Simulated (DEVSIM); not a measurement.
Device: abrupt Si p-n junction, at 300 K.

```tsv
layer (left to right)	material	thickness (μm)	Nd (cm⁻³)	Na (cm⁻³)	τn (s)	τp (s)
1	Si	0.130	-	2e16	5.5e-7	5.5e-7
2	Si	32.0	1.5e17	-	5.5e-7	5.5e-7
```

Left contact: ohmic. Right contact: ohmic. Voltage is applied to the left contact. Recombination: SRH at mid-gap. Mobility is μmin + (μ − μmin)/(1 + (N/Nref)^α).

The device is made up for the run: typed textbook-type constants, with dimensions and the other settings drawn at random. Values at 300 K.

| parameter | Si |
|---|---|
| gap (eV) | 1.124 |
| affinity (eV) | 4.05 |
| permittivity | 11.7 |
| Nc (cm⁻³) | 2.86e19 |
| Nv (cm⁻³) | 3.1e19 |
| μn (cm²/Vs) | 1417 |
| μp (cm²/Vs) | 470 |
| μn,min | 52 |
| μp,min | 45 |
| Nref,n | 9.7e16 |
| Nref,p | 2.2e17 |
| αn | 0.68 |
| αp | 0.72 |

Model (solved in DEVSIM): 1D drift-diffusion, Boltzmann statistics, complete ionisation; no tunnelling, impact ionisation, image-force lowering or self-heating.

**Question.** Tabulate band edges, carrier densities and field at zero bias.

**Answer.** Energies count from the Fermi level of the right contact; mesh points crowd at the junctions.

```tsv
x (μm)	Ec (eV)	Ev (eV)	n (cm⁻³)	p (cm⁻³)	field (V/cm)
0.000	0.934	-0.190	5800	2.0e16	-33000
0.02098	0.861	-0.263	100000	1.2e15	-38000
0.05560	0.712	-0.412	3.1e7	3.7e12	-48000
0.09417	0.503	-0.621	1.0e11	1.2e9	-60000
0.1272	0.288	-0.836	4.2e14	280000	-70000
0.1485	0.176	-0.948	3.2e16	3700	-30000
0.1945	0.136	-0.988	1.5e17	800	-640
0.3322	0.136	-0.988	1.5e17	770	≈ 0
0.5582	0.136	-0.988	1.5e17	770	≈ 0
1.010	0.136	-0.988	1.5e17	770	≈ 0
1.990	0.136	-0.988	1.5e17	770	≈ 0
4.915	0.136	-0.988	1.5e17	770	≈ 0
9.723	0.136	-0.988	1.5e17	770	≈ 0
18.54	0.136	-0.988	1.5e17	770	≈ 0
26.82	0.136	-0.988	1.5e17	770	≈ 0
29.59	0.136	-0.988	1.5e17	770	≈ 0
30.87	0.136	-0.988	1.5e17	770	≈ 0
31.51	0.136	-0.988	1.5e17	770	≈ 0
31.90	0.136	-0.988	1.5e17	770	≈ 0
32.03	0.136	-0.988	1.5e17	770	≈ 0
32.09	0.136	-0.988	1.5e17	770	≈ 0
32.13	0.136	-0.988	1.5e17	770	≈ 0
```
